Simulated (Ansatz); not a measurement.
Structures of equal composition on the (000-1) surface of 4H silicon carbide (C plane on top): (√3x√3)R30° Sb adatom at H3; (√3x√3)R30° Sb adatom at T4. The slabs share one bottom face, and each structure is named by its start. These are constructed structures in small cells; real faces may alloy, dewet or reconstruct in larger ones, and not all known structures of the face are among them. Slabs of about 11 Å, Fermi-Dirac smearing of 0.025 eV. Bottom of the slabs: H caps. Relaxed from the named starts with such symmetry as they have, on meshes of like density; energies extrapolated to zero smearing; spin only where a row says so; no spin-orbit coupling, no U. Brackets mark spin-polarised runs, whose order is one that fits the cell. Where a second, spin-polarised start was run, the lower counts.

Level of theory: r2SCAN, at the PBE geometry (plane waves to 500 eV, PAW; Ansatz, a program for electronic structure).

Problem. Put the candidates in order of energy per 1x1 cell, lowest first, for r2SCAN, at the PBE geometry.

Solution. (√3x√3)R30° Sb adatom at T4 (0.000 eV, gap 2.56 eV on the mesh), (√3x√3)R30° Sb adatom at H3 (0.080 eV, gap 2.03 eV on the mesh)
